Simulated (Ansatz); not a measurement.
## SiC with two functionals

Consider SiC in the zinc blende structure (space group F-43m, No. 216; a = 4.380 Å).

(Cell as relaxed with PBE.)

Levels (all Ansatz, a first-principles code, PAW): PBE (420 eV, no spin-orbit coupling); r2SCAN (500 eV, no SOC).

Each level relaxes its own structure.

```csv
quantity,PBE,r2SCAN
volume per atom,10.50 Å³,[?]
lattice parameter a,4.380 Å,[?]
band gap,1.37 eV,[?]
gap character,"indirect, Γ → X",[?]
electron mass,"0.68 mₑ along k, 0.23 mₑ across",[?]
"hole mass (degenerate bands, along [100])","0.36, 0.59, 0.59 mₑ",[?]
```

Q: Given the PBE results, estimate those of r2SCAN.

A: 
- volume per atom, r2SCAN: 10.33 Å³
- lattice parameter a, r2SCAN: 4.356 Å
- band gap, r2SCAN: 1.71 eV
- gap character, r2SCAN: indirect, Γ → X
- electron mass, r2SCAN: 0.64 mₑ along k, 0.23 mₑ across
- hole mass (degenerate bands, along [100]), r2SCAN: 0.35, 0.57, 0.57 mₑ

PBE's volume per atom lies 0.17 Å³ above r2SCAN's (1.6 %); PBE's lattice parameter a lies 0.0234 Å above r2SCAN's (0.5 %); PBE's band gap lies 0.34 eV below r2SCAN's; the two agree on the gap character. Neither level is exact; r2SCAN is the comparison here, not a measurement.

Masses are band curvatures over ±0.01 Å⁻¹ around the edge. Along k means along the line from Γ to the band edge. Stability against distortions was not tested.
